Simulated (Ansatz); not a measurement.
The reference is P in the black-P type structure (space group Cmce, No. 64; a = 3.3022 Å, b = 10.6909 Å, c = 4.4666 Å; layered, stacked along the Cartesian y axis). Axes: x, y, z lie along a, b, c of the conventional cell.

Computed with r2SCAN+rVV10/PAW in Ansatz (an electronic-structure program), spin-orbit coupling left out, earlier PAW set.

For the base:

| Item | Value |
|---|---|
| Volume per atom | 19.71 Å³ |
| Pressure | 0.0 GPa |

It is then changed as follows: biaxial strain −3.48 %, plane normal [001], relaxed out of plane (Cartesian); in-plane vectors clamped, the third vector and the atoms free.

Q: How does this affect the volume per atom?

A: The volume per atom drops by 0.96 Å³, from 19.71 Å³ to 18.75 Å³.

Q: How does this affect the pressure?

A: The pressure (mean of the normal stresses, compression positive) goes from zero to 3.3 GPa.

A case with no gap was solved on a k-mesh chosen for an insulator, which is coarse for it. No phonon test of stability was made. Gaps under 0.05 eV, about the width of the smearing, are given as zero.
